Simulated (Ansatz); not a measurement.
Results of r²SCAN (plane waves, PAW; Ansatz, a quantum-chemistry and plane-wave program) for rock-salt NdN.

Run with plane-wave cutoff 560 eV, 18×18×18 k mesh, Fermi–Dirac smearing 0.05 eV, spin-polarised with parallel moments, scalar-relativistic PAW data made under PBE.

Cell (relaxed at this level):

```cif
data_NNd
_chemical_formula_sum 'Nd1 N1'
_space_group_name_H-M_alt 'P 1'
_space_group_IT_number 1
_cell_length_a 3.61393
_cell_length_b 3.61393
_cell_length_c 3.61393
_cell_angle_alpha 60.000
_cell_angle_beta 60.000
_cell_angle_gamma 60.000
loop_
_space_group_symop_operation_xyz
  'x, y, z'
loop_
_atom_site_label
_atom_site_type_symbol
_atom_site_fract_x
_atom_site_fract_y
_atom_site_fract_z
_atom_site_occupancy
Nd1 Nd 0.00000 0.00000 0.00000 1
N1 N 0.50000 0.50000 0.50000 1
```
Starting moments (μB, in the order of the record's atoms Nd N): 3.0 0.0.

Problem. Predict the bulk modulus B0 and pressure derivative B′ of the bulk modulus.

Solution. 
- bulk modulus B0: 139 GPa
- pressure derivative B′ of the bulk modulus: 4.0

Note: the magnetic order was assumed, not searched for or taken from measurement; the 4f shell is treated without U or exact exchange, so its levels and filling can be wrong.

Spin–orbit coupling is not included; it can open a gap where bands touch, and shift volumes and moduli.

Computed values are for the static lattice.

It cost roughly 12 core-minutes of CPU time.
